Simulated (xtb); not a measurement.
xtb 6.7.1, GFN2-xTB: Mn(OH)(OMe)(dme) (C[O][Mn]1([OH])<-[O](C)CC[O]->1C), charge 0, multiplicity 6, 24 atoms. The geometry is a generated start, not checked to be a minimum at this level.

```
Quantity                                                                                                       Result
------------------------  -------------------------------------------------------------------------------------------
method                                                                                                       GFN2-xTB
--acc                                                                                                     1 (default)
--etemp (K)                                                                                             300 (default)
detailed input (--input)  none: ANC optimiser, Lindh (1995) Hessian, microcycle=20, maxdispl=1.0, hlow=0.01 (default)
basis functions                                                                                                    60
valence electrons                                                                                                  65
```

```xyz
24

Mn     0.4397    -0.9818    -0.7172
O      2.3509    -0.7970    -0.9416
H      3.1490    -1.0629    -1.3894
O     -0.9002    -2.0035    -1.5489
C     -1.8663    -2.7658    -2.1332
H     -2.3438    -2.2278    -2.9711
H     -1.4538    -3.7097    -2.5326
H     -2.6598    -3.0283    -1.4101
C      0.2590     2.2590    -1.4285
O     -0.2817     1.3166    -0.5212
C     -0.2349     1.7518     0.8252
C     -0.7546     0.6114     1.7084
O      0.0306    -0.5614     1.6237
C      1.2062    -0.5376     2.4230
H      0.1838     1.8077    -2.4181
H      1.3108     2.4669    -1.2017
H     -0.3145     3.1943    -1.3932
H     -0.8753     2.6382     0.9548
H      0.7972     2.0165     1.1005
H     -1.7470     0.3210     1.3479
H     -0.8187     0.9504     2.7517
H      1.9170     0.2225     2.0874
H      1.6644    -1.5194     2.3114
H      0.9421    -0.3609     3.4727
```

Charge 0 and multiplicity 6 are set for this test and not shown to be the ground state. GFN-xTB has no spin term: --uhf 5 sets the occupations alone.

The structure is relaxed from this start with --opt LEVEL for the levels crude, sloppy, loose, lax, normal, tight, vtight, extreme, once each. Up to the end of the extreme run atoms move by at most 0.60 Å along an axis.

Q: Choose the cheapest level whose final energy lies within 1 meV of that of extreme.

A: normal: 24 cycles against 44, ending 0.51 meV above.

| level | cycles | energy above the extreme run (meV) | gradient norm (eV/Å) |
|---|---|---|---|
| crude | 1 | 15 | 0.11 |
| sloppy | 1 | 15 | 0.11 |
| loose | 1 | 15 | 0.11 |
| lax | 1 | 15 | 0.11 |
| normal | 24 | 0.51 | 0.034 |
| tight | 29 | 0.24 | 0.0083 |
| vtight | 44 | under 0.01 | 0.0016 |
| extreme | 44 | — | 0.0016 |
